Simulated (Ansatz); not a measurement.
Cell and atoms of amorphous In9Ga9Zn9O36H2:

```xyz
65
Lattice="9.2317 0.1686 0.1618 0.1686 9.2064 0.0689 0.1618 0.0689 9.7176" Properties=species:S:1:pos:R:3 pbc="T T T"
In     6.9264     5.6786     0.9952
In     5.4052     4.8163     7.7821
In     2.6508     0.4607     1.2574
In     0.5112     6.9302     1.6845
In     6.5236     1.7136     7.3533
In     9.1964     5.2060     4.3623
In     1.7577     6.0114     8.1877
In     8.0500     7.6993     8.2978
In     5.2085     4.6529     4.1794
Ga     0.5539     1.4749     5.1431
Ga     8.8262     3.3708     1.1568
Ga     4.7437     1.1975     4.1877
Ga     5.3584     2.5247     1.0009
Ga     8.2333     8.5566     4.9309
Ga     3.4979     6.3515     1.7577
Ga     5.4956     7.7552     5.9993
Ga     3.5341     0.7461     6.9266
Ga     2.3733     3.7627     6.0206
Zn     7.4835     2.4088     3.6695
Zn     5.3564     8.4434     9.3883
Zn     2.4787     2.8597     3.0558
Zn     0.8672     0.7360     8.5477
Zn     7.9213     0.5539     0.8768
Zn     2.9441     2.9769     9.0552
Zn     8.8712     4.1762     7.9307
Zn     2.5573     8.1700     4.3389
Zn     6.0387     8.3945     2.3294
O      7.4091     7.6105     6.3091
O      8.5784     1.8497     2.1864
O      4.7294     1.9187     5.9324
O      6.9436     3.6210     0.7176
O      3.6710     8.3890     5.9177
O      5.1014     2.9054     8.8032
O      2.2409     6.7495     3.0884
O      8.9112     5.0210     2.1149
O      3.0436     0.7995     3.4188
O      0.8632     8.8315     5.0857
O      5.8671     0.7137     0.8983
O      1.8905     1.9365     6.4064
O      3.3001     2.5839     1.2761
O      0.7489     2.9637     4.0231
O      5.1373     5.6036     2.2891
O      0.8332     4.8696     6.2347
O      6.0672     6.5113     8.9404
O      8.0975     0.6570     8.5033
O      3.1529     4.4631     7.6495
O      2.2047     5.9787     0.4772
O      4.2219     8.0470     1.3233
O      7.6086     7.6991     1.1432
O      3.2361     4.0540     4.4172
O      8.9301     5.9007     8.9796
O      6.0102     8.7888     4.2460
O      8.5982     7.1587     3.7392
O      5.5330     2.5734     3.1205
O      5.4873     9.0813     7.5984
O      7.8513     1.2979     5.3390
O      0.9404     8.8680     0.8247
O      7.1890     3.7303     7.0907
O      1.0814     7.9438     7.6170
O      0.7335     2.9333     9.1291
O      2.8590     0.9213     8.7016
O      7.2831     4.2161     4.6368
O      5.1526     5.8954     5.9255
H      7.2604     4.0075     5.6827
H      1.1227     8.1574     6.6371
```

Method: PBE, scalar-relativistic without spin-orbit coupling (plane waves to 420 eV, PAW; Ansatz, a program for electronic structure). The usual formal charges leave 2 electrons over, so the level spacing at the Fermi energy parts defect or band states and needn't be the band gap.

Preparation: random packing, a CHGNet melt and quench, and a DFT relaxation. O atoms were pushed apart under 1.9 Å during the dynamics, to hinder bonds among them. The hot cell started wider than the set density and was brought back towards it in steps. It is the lowest in DFT energy of 2 quenches. It is a model cell: composition and starting density were chosen by hand, and all elements were melted together. No dispersion term was used. Its density started from a set value of 5.83 and ended at 5.69 g/cm³. The simulated quench (nominally 530 K/ps over its main leg) is rapid and tends to freeze in more defects than a deposited or slowly cooled glass has. A cell of this size samples the disorder only roughly. Volume and shape were free in the relaxation.

Bonds are counted up to In-In 3.12 Å, In-Ga 2.90 Å, In-Zn 2.90 Å, In-O 2.72 Å, In-H 2.08 Å, Ga-Ga 2.68 Å, Ga-Zn 2.68 Å, Ga-O 2.46 Å, Ga-H 1.84 Å, Zn-Zn 2.68 Å, Zn-O 2.42 Å, Zn-H 1.84 Å, O-O 1.58 Å, O-H 1.16 Å, H-H 0.90 Å. Two cations that share two anions don't count as bonded, nor two that share one unless they lie closer than In-In 3.04 Å, In-Ga 2.82 Å, In-Zn 2.82 Å, Ga-Ga 2.61 Å, Ga-Zn 2.61 Å, Zn-Zn 2.61 Å.

Question: Give the coordination numbers, mean bond lengths and angles.

Answer: 
The mean coordination of In by anions comes out as 5.44 (5 with 5, 4 with 6) and the mean coordination of Ga by anions is 4.44 (5 with 4, 4 with 5). The mean coordination of Zn by anions comes out as 4.33 (6 with 4, 3 with 5) and the mean coordination of O is 3.61 (15 with 3, 20 with 4, 1 with 5). The mean coordination of H is 1.00 (2 with 1) and the mean In-O bond is 2.230 Å (spread 0.115 Å, 49 counted). The mean Ga-O bond is 1.948 Å (spread 0.097 Å, 40 counted). The mean Zn-O bond is 2.059 Å (spread 0.096 Å, 39 counted) and the mean O-H bond is 1.035 Å (spread 0.031 Å, 2 counted). The bond angle at In comes out as mean 104.6°, spread 27.8°. The bond angle at Ga comes out as mean 107.8°, spread 21.5° and the bond angle at Zn comes out as mean 107.9°, spread 24.0°. The bond angle at O comes out as mean 110.4°, spread 16.5°.

Question: List the pairs of like atoms that count as bonded by the rules above.

Answer: There are none by these rules.

Question: What Bader charges do the atoms carry, from a run on the zone centre alone?

Answer: Means (range): In +1.77 e (+1.73 to +1.81), Ga +1.79 e (+1.75 to +1.84), Zn +1.21 e (+1.18 to +1.24), O -1.23 e (-1.26 to -1.19), H +0.60 e (+0.60 to +0.61).
| atom | charge (e) |
|---|---|
| In1 | +1.77 |
| In2 | +1.74 |
| In3 | +1.73 |
| In4 | +1.79 |
| In5 | +1.79 |
| In6 | +1.78 |
| In7 | +1.75 |
| In8 | +1.75 |
| In9 | +1.81 |
| Ga10 | +1.77 |
| Ga11 | +1.75 |
| Ga12 | +1.75 |
| Ga13 | +1.82 |
| Ga14 | +1.81 |
| Ga15 | +1.79 |
| Ga16 | +1.84 |
| Ga17 | +1.82 |
| Ga18 | +1.80 |
| Zn19 | +1.21 |
| Zn20 | +1.20 |
| Zn21 | +1.19 |
| Zn22 | +1.24 |
| Zn23 | +1.22 |
| Zn24 | +1.24 |
| Zn25 | +1.18 |
| Zn26 | +1.23 |
| Zn27 | +1.18 |
| O28 | -1.24 |
| O29 | -1.20 |
| O30 | -1.25 |
| O31 | -1.25 |
| O32 | -1.24 |
| O33 | -1.21 |
| O34 | -1.23 |
| O35 | -1.23 |
| O36 | -1.24 |
| O37 | -1.25 |
| O38 | -1.24 |
| O39 | -1.26 |
| O40 | -1.20 |
| O41 | -1.22 |
| O42 | -1.25 |
| O43 | -1.23 |
| O44 | -1.23 |
| O45 | -1.19 |
| O46 | -1.21 |
| O47 | -1.23 |
| O48 | -1.23 |
| O49 | -1.22 |
| O50 | -1.22 |
| O51 | -1.22 |
| O52 | -1.25 |
| O53 | -1.20 |
| O54 | -1.24 |
| O55 | -1.23 |
| O56 | -1.23 |
| O57 | -1.20 |
| O58 | -1.21 |
| O59 | -1.22 |
| O60 | -1.22 |
| O61 | -1.23 |
| O62 | -1.24 |
| O63 | -1.23 |
| H64 | +0.61 |
| H65 | +0.60 |
